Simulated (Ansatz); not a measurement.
**SnTe under a change: pressure 75 GPa**

Consider SnTe in the rock salt structure (space group Fm-3m, No. 225; a = 6.289 Å).

Now apply this change: cell and atoms relaxed at a pressure of 75 GPa.

Calculations: Ansatz (a quantum-chemistry and plane-wave program), PBEsol, PAW, cutoff 420 eV, spin-orbit coupling left out. Settings: 13×13×13 k-points, 0.05 eV Fermi–Dirac smearing.

```csv
quantity,base,changed,shift
volume per atom,31.09 Å³,18.62 Å³,-12.47 Å³
density,6.58 g/cm³,10.98 g/cm³,+4.40 g/cm³
lattice parameter a,6.289 Å,5.301 Å,-0.9875 Å
enthalpy H = E + PV relative to the base's energy,–,+10.54 eV/atom,–
band gap (uncertain: the edges found look like a band crossing or inverted bands; the base alone),0.16 eV,zero,–
```

Cost of the whole job for the changed cell (relaxation, final SCF and bands): around 18 core-seconds (rough).

Spin-orbit coupling, missing from the scalar runs, can matter with Te. Load acts through the strain it causes; cell and atoms are relaxed under it. Stability against distortions was not tested. Competing high-pressure phases were not computed. All final runs are without spin polarisation. The zero or small gap of SnTe can change with the level of theory.
